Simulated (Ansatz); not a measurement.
Where the default PAW files enter, the runs use the earlier of Ansatz's two default sets.

**Evanescent states of AgI (F-43m, zinc blende, 2 atoms a cell, 35.4 Å³ an atom, -2 GPa at this level) along the normal of (001)**

Method: PBEsol (plane waves, PAW; Ansatz, a first-principles code).

No gap correction and no spin-orbit coupling; mid-gap values are interpolated between computed energies.

Energies count from the valence-band top; κ is the least over a 8×8 mesh across the current.

| E (eV) | κ (1/Å) | where |
|---|---|---|
| 0.04 | 0.044 | Γ |
| 0.12 | 0.073 | Γ |
| 0.20 | 0.090 | Γ |
| 0.28 | 0.102 | Γ |
| 0.36 | 0.109 | Γ |
| 0.44 | 0.114 | Γ |
| 0.52 | 0.117 | Γ |
| 0.60 | 0.117 | Γ |
| 0.68 | 0.115 | Γ |
| 0.76 | 0.111 | Γ |
| 0.84 | 0.105 | Γ |
| 0.92 | 0.097 | Γ |
| 1.00 | 0.085 | Γ |
| 1.08 | 0.068 | Γ |
| 1.16 | 0.042 | Γ |

Question: How thick must the barrier be to attenuate the transmission by 10^4 when the electrodes' Fermi level lies at 0.52 eV, and what attenuation does that film give at 0.76 eV?

Answer: d = 4 ln 10 / (2 × 0.117) = 39.4 Å. At 0.76 eV it gives 4 × 0.111/0.117 = 3.8 decades.
